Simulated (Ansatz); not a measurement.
Input:

```yaml
crystal:
  lattice:
    - [0.00000, 2.80877, 2.80877]
    - [2.80877, 0.00000, 2.80877]
    - [2.80877, 2.80877, 0.00000]
  atoms:
    - { symbol: Ga, position: [0.00000, 0.00000, 0.00000] }
    - { symbol: As, position: [0.25000, 0.25000, 0.25000] }
```

Calculation: r2SCAN with spin-orbit coupling, rigid bands (plane waves, PAW; Ansatz, a program for electronic structure). Condition of this run: hydrostatic pressure 2 GPa (the target of the relaxation). Geometry: cell and atoms relaxed with r2SCAN, then loaded as said.

Problem. Predict the hole conductivity mass (n e² τ/σ) at 300 K, by direction if it differs.

Solution. 0.39 mₑ.

Problem. Predict the electron conductivity mass (n e² τ/σ) at 300 K, by direction if it differs.

Solution. 0.067 mₑ.

Problem. And the band gap?

Solution. 1.07 eV at this level; semilocal functionals usually fall short of the measured gap.

Rigid bands, one relaxation time for all states, no polarons.
